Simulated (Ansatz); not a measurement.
The starting structures come from a database of crystals and need not be the phases stable at ambient conditions.

Inside the gap of an insulator the Bloch states are evanescent, with a wavenumber k + iκ along the transport direction.

```xyz
5
Lattice="5.8104 0.0000 0.0000 -2.9052 5.0320 0.0000 2.9052 1.6773 2.3823" Properties=species:S:1:pos:R:3 pbc="T T T"
Ba     2.9052     5.0320     0.0010
Ti     5.8104     3.3547     1.2864
O      5.8104     1.7083     2.2813
O      1.4258     4.1778     2.2813
O      4.3846     4.1778     2.2813
```

The cell is strained (all lengths scaled by 1.02); by r2SCAN it stands under a pressure of -10.4 GPa.

Transport runs along the normal of the first two printed cell vectors, the (001) plane of the conventional cell.

The gap is the functional's own, uncorrected, and κ follows it; spin-orbit coupling is left out. Mid-gap means the computed energy nearest the middle.

### Question
Compute, with r2SCAN run with Ansatz (a quantum-chemistry and plane-wave program), the band gap and the smallest decay constant κ at mid-gap.

### Answer
Gap 2.57 eV on a 12×12×12 mesh; κ = 0.379 1/Å, at (0.167, 0.000) of the in-plane reciprocal vectors. At the zone centre the slowest state has κ = 0.39 1/Å.
